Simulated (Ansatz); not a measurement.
A working Ansatz (an electronic-structure program) input for Ca3Nb2S7 (I4/mmm, 12 atoms in the cell) (DFT, PBE, plane waves, default PAW files):

Ansatz 0.2 input:
```yaml
crystal:
  lattice:
    - [-2.363461, 2.363461, 12.350597]
    - [2.363461, -2.363461, 12.350597]
    - [2.363461, 2.363461, -12.350597]
  atoms:
    - { symbol: Ca, position: [0.500000, 0.500000, 0.000000] }
    - { symbol: Ca, position: [0.315200, 0.315200, 0.000000] }
    - { symbol: Ca, position: [0.684800, 0.684800, 0.000000] }
    - { symbol: Nb, position: [0.097800, 0.097800, 0.000000] }
    - { symbol: Nb, position: [0.902200, 0.902200, 0.000000] }
    - { symbol: S, position: [0.000000, 0.000000, 0.000000] }
    - { symbol: S, position: [0.595800, 0.095800, 0.500000] }
    - { symbol: S, position: [0.095800, 0.595800, 0.500000] }
    - { symbol: S, position: [0.404200, 0.904200, 0.500000] }
    - { symbol: S, position: [0.904200, 0.404200, 0.500000] }
    - { symbol: S, position: [0.193600, 0.193600, 0.000000] }
    - { symbol: S, position: [0.806400, 0.806400, 0.000000] }
kpoints:
  mp_grid: { grid: [5, 5, 5] }
hamiltonian:
  xc: pbe
  pseudopotentials: { kind: paw }
scf:
  occupations: { method: fermi_dirac, width: 0.136 }
output:
  forces: true
  eigenvalues: true
  stress: true
```

The run converged in 9 iterations: free energy E − TS (on the zero of these files) -20884.7136 eV; Fermi level (on the code's own zero) 8.28 eV; pressure 2.25 GPa; largest force (vector length) 2.558 eV/Å. Each of these slips is then made, one at a time:

(1)
```diff
+    - { symbol: S, position: [0.806400, 0.806400, 0.000000] }
```

(2)
```diff
+  convergence: { dr2_threshold: 1.0e+00 eV }
```

Task: How does each altered input end?

Result: 
(1) One atom entered twice. The program stopped before any SCF iteration.
```
Error: atoms 11 (S) and 12 (S) coincide: fractional positions [0.8064, 0.8064, 0.0] and [0.8064, 0.8064, 0.0] are 0.00e0 Å apart, within the symmetry tolerance 1e-5 (fractional) on every axis — remove the duplicate or separate the sites (indices count the expanded atom list at the failing check: the typed cell's during the `space_group:` round-trip [...]
```

(2) A convergence threshold that is too loose. The run converged in 6 iterations, and against the sound input the free energy stays essentially unchanged (within 1 meV/atom), the pressure stays at 2.25 GPa and the largest force hardly changes (2.558 to 2.560 eV/Å). The full log also holds (shortened here): “iter 2 did not close the SCF: its close was put off for the readings that it lacked (scf_convergence_deferred on its scf_iter line)” and “iter 3 did not close the SCF: its close was put off for the readings that it lacked (scf_convergence_deferred on its scf_iter line)”.

The starting cell was generated: these elements placed on a structure prototype, without a prior relaxation; it need not be a known phase or ordering of this composition. Its lattice was rescaled by a random factor within 2.5 % of one. Spin polarisation is off. In the base run, forces exceed 1 eV/Å. Ansatz's pressure includes its estimate of the finite-basis (Pulay) stress.

Left out of this page: 3 runs of the series outside the window shown, repeating another row's setting, or not comparable; 2 runs of the series stopped by limits of time or memory.
